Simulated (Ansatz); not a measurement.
**What pressure 30 GPa does to LiNbO3**

Base system: LiNbO$_{3}$ (space group R3c, No. 161; a = 5.137 Å, c = 13.887 Å (hexagonal axes)).

It is then changed as follows: cell and atoms relaxed at a pressure of 30 GPa.

Computed with r2SCAN (Ansatz, a program for electronic structure), no spin-orbit coupling, earlier PAW set. Settings: 8×8×8 k-points, 0.05 eV Fermi–Dirac smearing.

The volume per atom drops by 1.71 Å³, from 10.58 Å³ to 8.87 Å³ and the density goes up by 0.90 g/cm³ to 5.54 g/cm³. The c/a ratio rises by 0.0122, from 2.703 to 2.716 and the shortest interatomic distance falls by 0.028 Å to 1.850 Å. The enthalpy H = E + PV relative to the base's energy amounts to +1.80 eV/atom and the band gap increases by 0.10 eV, from 4.01 eV to 4.11 eV (an upper bound: an edge found on the path is not a true extremum; the base alone).

Final structure:

```
LiNbO3
1.0
    2.41811     1.39610     4.37793
   -2.41811     1.39610     4.37793
    0.00000    -2.79219     4.37793
Li Nb O
2 2 6
Direct
  0.69551   0.69551   0.69551
  0.19551   0.19551   0.19551
  0.98326   0.98326   0.98326
  0.48326   0.48326   0.48326
  0.58842   0.90141   0.28112
  0.90141   0.28112   0.58842
  0.28112   0.58842   0.90141
  0.78112   0.40141   0.08842
  0.40141   0.08842   0.78112
  0.08842   0.78112   0.40141
```

Cost of the whole job for the changed cell (relaxation, final SCF and bands): roughly 5 core-minutes.

Load acts through the strain it causes; cell and atoms are relaxed under it. Whether these cells are dynamically stable was not tested. Competing high-pressure phases were not computed.
